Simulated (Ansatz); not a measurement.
The parent structure is FePt (space group P4/mmm, No. 123; a = 2.735 Å, c = 3.722 Å; ferromagnetic; relaxed with 0.1 eV smearing). Axes: x, y, z lie along a, b, c of the conventional cell.

Level of theory: Ansatz (a first-principles code), r2SCAN, PAW, cutoff 500 eV, no spin-orbit coupling.

Strains are applied to the cell and any free atomic positions relax; under biaxial strain the out-of-plane vector relaxes too.

One change was made to it. Results:

The largest site moment hardly moves (3.29 μB against 3.34 μB); the magnetic state stays ferromagnetic; the pressure (mean of the normal stresses, compression positive) goes from zero to -7.0 GPa.

Name the change that was made.
A) isotropic strain +1.18 %
B) isotropic strain +0.28 %
C) biaxial strain +1.63 %, plane normal [001], relaxed out of plane
D) isotropic strain −2.60 %

A, isotropic strain +1.18 %. For comparison, the pressure in the other runs: isotropic strain −2.60 % gives 20.6 GPa; biaxial strain +1.63 %, plane normal [001], relaxed out of plane gives -2.9 GPa; isotropic strain +0.28 % gives -1.8 GPa.

Other magnetic orders, which the real material may have, were not ruled out. Stability against distortions was not tested.
